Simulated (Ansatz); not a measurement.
# Hypothetical anti-perovskite Mg3SiO: pressure 10 GPa

Base system: Mg$_{3}$SiO in the anti-perovskite structure (space group Pm-3m, No. 221; a = 4.1898 Å; a hypothetical phase, not in the database extracts checked).

The change: cell and atoms relaxed at a pressure of 10 GPa.

Level of theory: PBEsol, PAW, 420 eV (Ansatz, an electronic-structure program; scalar-relativistic without spin-orbit coupling). Settings: 11×11×11 k-points, 0.05 eV Fermi–Dirac smearing.

* **Volume per atom**: 13.34 Å³ (base 14.71 Å³)
* **Density**: 2.91 g/cm³ (base 2.64 g/cm³)
* **Lattice parameter a**: 4.056 Å (base 4.190 Å)
* **Shortest interatomic distance**: 2.028 Å (base 2.095 Å)
* **Enthalpy H = E + PV relative to the base's energy**: +0.87 eV/atom
* **Band gap**: zero (base zero)

Cost of the whole job for the changed cell (relaxation, final SCF and bands): very roughly 40 core-seconds.

Load acts through the strain it causes; cell and atoms are relaxed under it. No phonon test of stability was made. Competing high-pressure phases were not computed. The final runs are not spin-polarised. The zero or small gap of Mg3SiO can change with the level of theory.
